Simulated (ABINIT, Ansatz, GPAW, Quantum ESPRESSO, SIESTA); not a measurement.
## Code comparison for YPd₃ (Pm-3m, 4 atoms in the cell)

Self-consistent single point.

```yaml
crystal:
  lattice:
    - [4.09992, 0.00000, 0.00000]
    - [0.00000, 4.09992, 0.00000]
    - [0.00000, 0.00000, 4.09992]
  atoms:
    - { symbol: Y, position: [0.00000, 0.00000, 0.00000] }
    - { symbol: Pd, position: [0.50000, 0.50000, 0.00000] }
    - { symbol: Pd, position: [0.00000, 0.50000, 0.50000] }
    - { symbol: Pd, position: [0.50000, 0.00000, 0.50000] }
```

Shared settings, as Ansatz (a first-principles code) writes them: kpoints.mp_grid.grid = 3 3 3; scf.occupations.method = gaussian; scf.occupations.width = 0.272 eV. Potentials and cutoffs stand in the table.

```json
[
 {"code": "SIESTA", "model": "GGA PBEsol, numerical atomic orbitals DZP, PseudoDojo PBEsol standard norm-conserving potentials (rewritten from UPF to PSML)", "pressure (GPa)": "-6.18", "cutoff": "grid 300 Ry"},
 {"code": "ABINIT", "model": "PBEsol, PAW (JTH v2.0 PBE PAW, files made for PBE)", "pressure (GPa)": "-4.02", "cutoff": "24 Ha"},
 {"code": "Quantum ESPRESSO", "model": "PBEsol, GBRV 1.5 ultrasoft (PBESOL) pseudopotentials", "pressure (GPa)": "-3.82", "cutoff": "40 Ry"},
 {"code": "Ansatz", "model": "PBEsol, PAW files made with PBE", "pressure (GPa)": "-3.97", "cutoff": "420 eV"},
 {"code": "GPAW", "model": "PBEsol, GPAW PAW datasets PBEsol (made by gpaw-setup)", "pressure (GPa)": "-3.80", "cutoff": "600 eV"}
]
```

On Ansatz's run: spin polarisation is off.

The spread over the programs that give each value: pressure within 2.38 GPa.

SIESTA uses small atom-centred bases, whose incompleteness enters pressures, forces and empty levels differently from a plane-wave cutoff. Ansatz's pressure is given at a fixed set of plane waves, as the other plane-wave codes print theirs. In the pressure, SIESTA (by 2.28) lies more than 1 GPa from the median of the plane-wave programs.

On the base mesh (7 7 7) the same programs gave: Ansatz pressure -4.33 GPa; Quantum ESPRESSO pressure -4.17 GPa; ABINIT pressure -4.38 GPa; GPAW pressure -4.15 GPa; SIESTA pressure -6.86 GPa.

The values differ from the base mesh's, so the mesh still matters here: the table compares the programs at equal settings.

The starting cell comes from a database of computed structures (which also holds hypothetical and non-ambient phases and stackings), without a prior relaxation at this level.

Left out of this page: CP2K (on another mesh); Elk and FLEUR (not drawn, or without a comparable value).

Keys are those of Ansatz 0.2.
